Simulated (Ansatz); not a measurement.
An Ansatz (an electronic-structure program) input (plane-wave PAW DFT at the PBEsol-D3(BJ) level (Ansatz, 420 eV), without spin-orbit coupling):

Ansatz 0.2 input:
```yaml
crystal:
  lattice:
    - [3.5754253149, 0, 0]
    - [1.7877126574, 3.096409152, 0]
    - [0, 0, 6.2612459235]
  atoms:
    - { symbol: Ti, position: [0, 0, 0] }
    - { symbol: Te, position: [0.3333333333, 0.3333333333, 0.2778856316] }
    - { symbol: Te, position: [0.6666666667, 0.6666666667, 0.7221143684] }
basis: { ecutwfc: 420, ecutrho_ratio: 4, xc_grid: 2, fft_grid_basis: typed }
kpoints: { mp_grid: { grid: [15, 15, 8] } }
hamiltonian:
  xc: pbesol
  dispersion: d3bj
  pseudopotentials: { kind: paw }
scf: { occupations: { method: fermi_dirac, width: 0.05 } }
relax: { f_tol: 0.005, max_steps: 50, cell: { stress_tol: 0.01, fix: [a, b, gamma] } }
output: { forces: true, stress: true }
checkpoint: { write: state.ck, write_every: 1000 }
```

Question: Which symmetry and how many k-points will the program report, and about how many plane waves at Γ?

Answer: Space group P-3m1 (ITA 164) with 12 operations, k-points 192 of 1800, and 1299 plane waves at Γ.

Question: And the final pressure?

Answer: 0.94 GPa (compression positive).

The cells carry an imposed strain or load. Stability against distortions was not tested. The final runs are not spin-polarised. The cell was made from TiTe₂ in the CdI2 type structure (space group P-3m1, No. 164; layered, stacked along the Cartesian z axis) by this change: biaxial strain −1.17 %, plane normal [001], relaxed out of plane.
